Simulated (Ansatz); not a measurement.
The starting structures come from a database of crystals and need not be the phases stable at ambient conditions.

By LDA and PBEsol, the system below comes out a metal.

Here is the system:

```yaml
crystal:
  lattice:
    - [3.06138, 0.00000, 0.00000]
    - [-1.02046, 2.88630, 0.00000]
    - [1.02046, 1.44315, 2.49961]
  atoms:
    - { symbol: Hf, position: [0.00000, 0.00000, 0.00000] }
```

Space group of this cell: Im-3m, bcc (W type). The cell is taken as given; by PBEsol its mean pressure is -3.8 GPa.

The current runs along the normal of the first two printed vectors, the (110) plane. All runs by Ansatz (a quantum-chemistry and plane-wave program), plane waves and PAW, without spin-orbit coupling; the base is PBEsol.

```tsv
run	mean pressure (GPa)	G/A, both spins (10¹⁵ S/m²)
base	-3.8	1.32
all lengths scaled by 0.98	2.5	(withheld)
all lengths scaled by 1.02	-8.8	1.28
lda in place of pbesol	-7.8	1.35
lengths across the current scaled by 0.98, ions clamped	0.3	1.38
lengths across the current scaled by 1.02, ions clamped	-7.2	1.32
lengths along the current scaled by 0.97, ions clamped	-0.7	1.38
lengths along the current scaled by 1.03, ions clamped	-6.4	1.35
```

Task: Complete the blanks.

Result: 
- all lengths scaled by 0.98, G/A, both spins (10¹⁵ S/m²): 1.36
